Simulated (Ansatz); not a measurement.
MgInGaO4 (model structure, started from the InGaZnO4 type, R3m, No. 160, 7 atoms in the cell) was calculated with HSE06 in Ansatz (PAW).

Run with plane-wave cutoff 460 eV, 8×8×8 k mesh, Fermi–Dirac smearing 0.01 eV, scalar-relativistic PAW data made under PBE.

Cell (relaxed with PBEsol):

GaInMgO₄ has the trigonal space group R3m, hexagonal axes (No. 160), Pearson symbol hR7. Lattice parameters: a = 3.344 Å, b = 3.344 Å, c = 25.297 Å, α = 90.00°, β = 90.00°, γ = 120.00°. In on 3a is surrounded by 6 O at 2.190–2.213 Å (octahedral). Ga on 3a has 5 O at 1.928–1.955 Å (trigonal bipyramidal). Mg on 3a sees 4 O at 1.979–1.998 Å and 1 O at 2.316 Å. O1 on 3a sees 1 Ga at 1.955 Å and 3 Mg at 1.979 Å (tetrahedral). O2 on 3a has 3 Ga at 1.932 Å and 1 Mg at 2.316 Å. O3 on 3a has 1 Ga at 1.928 Å and 3 In at 2.213 Å (tetrahedral). O4 on 3a is coordinated by 1 Mg at 1.998 Å and 3 In at 2.190 Å (tetrahedral). (Neighbours: up to the widest gap in distance over summed covalent radii, below 1.35, at either atom; cation-cation and far metal-metal contacts left out.)
(The calculation used a cell of 7 atoms; values per cell refer to that cell.)

Task: Give the computed band gap and smallest direct gap on the k points sampled.

Result: 
- band gap: 3.71 eV (on the SCF k mesh)
- smallest direct gap on the k points sampled: 3.88 eV

Note: the relaxation could raise the start's symmetry but not lower it, so the cell can be a saddle point; cell and atoms aren't relaxed at this level (largest force component 0.11 eV/Å, pressure -1.2 GPa).

Spin–orbit coupling is not included.

The computed numbers hold no vibrational or temperature effects.

It cost very roughly 21 core-minutes of CPU time.

A model structure was made by putting elements into a prototype or built by hand; it is no filed structure, need not be a known phase, and can be a saddle point held by its symmetry.

Ansatz is a first-principles code.
